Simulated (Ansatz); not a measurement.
Inside the gap of an insulator the Bloch states are evanescent, with a wavenumber k + iκ along the transport direction.

```yaml
crystal:
  lattice:
    - [3.39914, 0.00000, 0.00000]
    - [-1.69957, 2.94374, 0.00000]
    - [1.69957, 0.98125, 2.77539]
  atoms:
    - { symbol: Ca, position: [0.00000, 0.00000, 0.00000] }
    - { symbol: O, position: [0.00000, 0.50000, 0.50000] }
```

The cell is taken as given; by r2SCAN it stands under a pressure of -0.9 GPa.

Transport runs along the normal of the first two printed cell vectors, the (111) plane of the conventional cell.

No gap correction and no spin-orbit coupling; mid-gap is the computed energy nearest the middle.

Q: Predict the band gap and the smallest decay constant κ at mid-gap from r2SCAN run with Ansatz (an electronic-structure program).

A: Gap 4.20 eV on a 12×12×12 mesh; κ = 0.387 1/Å, at the zone centre.
